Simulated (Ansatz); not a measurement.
Here is the system:

```yaml
crystal:
  lattice:
    - [0.00000, 3.27158, 3.27158]
    - [3.27158, 0.00000, 3.27158]
    - [3.27158, 3.27158, 0.00000]
  atoms:
    - { symbol: Rb, position: [0.00000, 0.00000, 0.00000] }
    - { symbol: Cl, position: [0.50000, 0.50000, 0.50000] }
```

Method: PBEsol, rigid bands (plane waves, PAW, scalar-relativistic; Ansatz, a program for electronic structure). Cell: cell and atoms relaxed with PBEsol.

Predict the electron conductivity mass (n e² τ/σ) at 300 K, by direction if it differs.

0.43 mₑ.

Predict the hole conductivity mass (n e² τ/σ) at 300 K, by direction if it differs.

3.3 mₑ.

And the band gap?

4.90 eV at this level; semilocal functionals usually fall short of the measured gap.

Rigid bands, one relaxation time for all states, no polarons. Spin-orbit coupling is left out; where it splits the top of the valence band it changes the hole mass and lowers the gap by about a third of the splitting.
